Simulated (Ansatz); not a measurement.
Where the default PAW files enter, the runs use the earlier of Ansatz's two default sets.

Crystal: LiF (Fm-3m, rock salt, 2 atoms a cell, 8.5 Å³ an atom, -5 GPa at this level); planes in its conventional cell.

All values below come from r2SCAN (plane waves, PAW; Ansatz, a program for electronic structure).

The gap is the functional's own. No spin-orbit coupling. Mid-gap values are interpolated on the energy grid.

```json
[
 {"plane": "(001)", "area of the cell (Å²)": "8.3", "mid-gap κ (1/Å)": "0.76", "largest κ in the gap (1/Å)": "0.76"},
 {"plane": "(111)", "area of the cell (Å²)": "7.2", "mid-gap κ (1/Å)": "?", "largest κ in the gap (1/Å)": "?"},
 {"plane": "(110)", "area of the cell (Å²)": "11.8", "mid-gap κ (1/Å)": "?", "largest κ in the gap (1/Å)": "?"}
]
```

Q: The slowest decay depends on the direction. Supply the withheld values.

A: 
- (111), mid-gap κ (1/Å): 0.68
- (111), largest κ in the gap (1/Å): 0.68
- (110), mid-gap κ (1/Å): 0.67
- (110), largest κ in the gap (1/Å): 0.67
